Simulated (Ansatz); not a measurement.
Start from BeTe in the zinc blende structure (space group F-43m, No. 216; a = 5.604 Å).

Method: PBEsol, PAW, 420 eV (Ansatz, a first-principles code; no spin-orbit coupling).

Base values:

- Lattice parameter a = 10.591 bohr

Modification: Sb takes the place of Te on all its sites, then cell and atoms are relaxed.

Tabulated Pauling electronegativity and covalent radius: Te 2.10, 1.38 Å; Sb 2.05, 1.39 Å.

### Question
What happens to the lattice parameter a?

### Answer
The lattice parameter a drops by 0.072 bohr (10.591 bohr → 10.519 bohr).

Whether these cells are dynamically stable was not tested. As relaxed here, BeSb is a hypothetical phase, not in the database extracts checked. All final runs are without spin polarisation. An odd electron count without spin: BeSb.
